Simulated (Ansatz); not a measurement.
Consider O vacancy in monoclinic HfO2 strained by -1.5 % along x and y, z held, charge state +2. Calculation: PBE, PAW (plane waves to 420 eV; Ansatz, an electronic-structure program).

Cell of 96 host sites held at the strained lattice (strain from the relaxed PBE one, atoms relaxed); the Γ point alone; Fermi-Dirac width 0.01 eV, spin-restricted; finite-size errors left in. Energies are static. Spin-orbit coupling is left out. The charge state is imposed; whether it is stable for some Fermi level was not computed. Forms of the defect that were not tried may lie lower. The start lies 0.73 eV above the lowest site run (PBE).

Barriers: single points on a 2×2×2 k-point mesh shifted by half a step at the bands' geometries.

Relaxed starting cell (atoms counted from 1):

```
CELL_PARAMETERS angstrom
     10.16820     0.00000     0.00000
      0.00000    10.26766     0.00000
     -1.76965     0.00000    10.55307
ATOMIC_POSITIONS crystal
  Hf 0.12883 0.21916 0.33903
  Hf 0.13710 0.22831 0.85282
  Hf 0.13781 0.72847 0.35279
  Hf 0.13834 0.73090 0.85662
  Hf 0.63959 0.22770 0.35348
  Hf 0.64399 0.22748 0.85790
  Hf 0.64331 0.73086 0.35209
  Hf 0.63769 0.72840 0.85416
  Hf 0.36306 0.26989 0.14555
  Hf 0.37170 0.26403 0.65885
  Hf 0.36231 0.77058 0.14422
  Hf 0.36030 0.77153 0.64519
  Hf 0.85806 0.27176 0.14397
  Hf 0.86097 0.27004 0.64544
  Hf 0.86242 0.76998 0.14445
  Hf 0.85755 0.77298 0.64605
  Hf 0.37332 0.48723 0.38816
  Hf 0.36108 0.48025 0.89618
  Hf 0.36443 0.97674 0.39288
  Hf 0.36278 0.97850 0.89464
  Hf 0.86076 0.47779 0.39580
  Hf 0.86208 0.47963 0.89629
  Hf 0.86047 0.97724 0.39465
  Hf 0.86196 0.97784 0.89568
  Hf 0.14097 0.01728 0.10016
  Hf 0.13608 0.02265 0.60198
  Hf 0.13842 0.51998 0.10451
  Hf 0.13112 0.53014 0.60998
  Hf 0.63860 0.01987 0.10301
  Hf 0.64011 0.02021 0.60376
  Hf 0.63798 0.52139 0.10433
  Hf 0.63745 0.51962 0.60548
  O  0.03408 0.07855 0.42051
  O  0.03413 0.08608 0.92359
  O  0.03554 0.58220 0.42602
  O  0.03358 0.58694 0.92657
  O  0.53264 0.08740 0.42497
  O  0.53574 0.08382 0.92246
  O  0.53999 0.58424 0.42113
  O  0.53310 0.58545 0.92409
  O  0.46377 0.41716 0.07738
  O  0.44203 0.41485 0.56723
  O  0.46609 0.91455 0.07505
  O  0.46223 0.92016 0.57698
  O  0.96801 0.41078 0.07493
  O  0.97148 0.40808 0.57178
  O  0.96798 0.91107 0.07388
  O  0.96562 0.91377 0.57612
  O  0.46878 0.33666 0.32291
  O  0.46917 0.33473 0.83225
  O  0.46716 0.83511 0.32656
  O  0.46452 0.83374 0.82366
  O  0.96821 0.33554 0.32486
  O  0.96628 0.33811 0.82301
  O  0.96477 0.83198 0.32644
  O  0.96438 0.83533 0.82471
  O  0.02954 0.15765 0.17081
  O  0.03242 0.16222 0.67460
  O  0.03384 0.66138 0.17570
  O  0.02931 0.66397 0.67802
  O  0.53443 0.16465 0.17239
  O  0.54005 0.16453 0.67719
  O  0.53535 0.66533 0.17468
  O  0.53139 0.66264 0.67105
  O  0.22189 0.37111 0.98903
  O  0.22471 0.87334 0.48720
  O  0.22375 0.87153 0.98803
  O  0.72159 0.37112 0.49023
  O  0.72363 0.37149 0.99030
  O  0.72153 0.87097 0.48911
  O  0.72266 0.87058 0.98843
  O  0.27827 0.12891 0.00847
  O  0.26423 0.16248 0.50652
  O  0.27694 0.62871 0.01087
  O  0.27346 0.62090 0.50922
  O  0.77820 0.12838 0.01084
  O  0.77773 0.12785 0.50980
  O  0.77684 0.62789 0.01068
  O  0.77675 0.62656 0.51314
  O  0.27694 0.11786 0.25662
  O  0.27744 0.11961 0.75954
  O  0.27879 0.62301 0.25856
  O  0.27452 0.62342 0.76201
  O  0.77736 0.12052 0.26027
  O  0.77992 0.12062 0.76094
  O  0.77860 0.62037 0.26142
  O  0.77445 0.61990 0.75973
  O  0.22222 0.37874 0.25191
  O  0.22327 0.37848 0.72881
  O  0.22323 0.87640 0.23756
  O  0.22069 0.87896 0.73703
  O  0.72382 0.37843 0.23956
  O  0.71979 0.37800 0.73835
  O  0.72317 0.87786 0.23837
  O  0.72040 0.87815 0.73840
```
Cell charge +2.

End state 1 differs by these moves (Å; atoms that move under 0.08 Å are left out):

| atom | element | Δx | Δy | Δz |
|---|---|---|---|---|
| 1 | Hf | -0.01 | 0.16 | 0.01 |
| 10 | Hf | -0.01 | 0.16 | 0.01 |
| 17 | Hf | -0.11 | -0.12 | 0.09 |
| 19 | Hf | 0.05 | -0.09 | -0.04 |
| 26 | Hf | -0.11 | -0.12 | 0.09 |
| 28 | Hf | 0.05 | -0.09 | -0.04 |
| 33 | O | 0.22 | 0.05 | 0.12 |
| 42 | O | 0.22 | 0.05 | 0.12 |
| 53 | O | -0.08 | -0.02 | -0.03 |
| 62 | O | -0.08 | -0.02 | -0.03 |
| 73 | O | -0.26 | 1.78 | -0.15 |
| 80 | O | -0.02 | 0.02 | 0.14 |
| 81 | O | 0.03 | 0.00 | -0.13 |
| 88 | O | 0.03 | 0.00 | -0.13 |
| 89 | O | -0.02 | 0.02 | 0.14 |

### Question
Estimate the forward and backward barriers to end state 1 that PBE, PAW returns for this input.

### Answer
forward 0.36 eV, backward 0.36 eV; at the saddle point atom 73 has neighbours 2 Hf at 2.00 Å. The saddle point's order was not checked, and it lies on a symmetry element of the cell, where a band can be held.
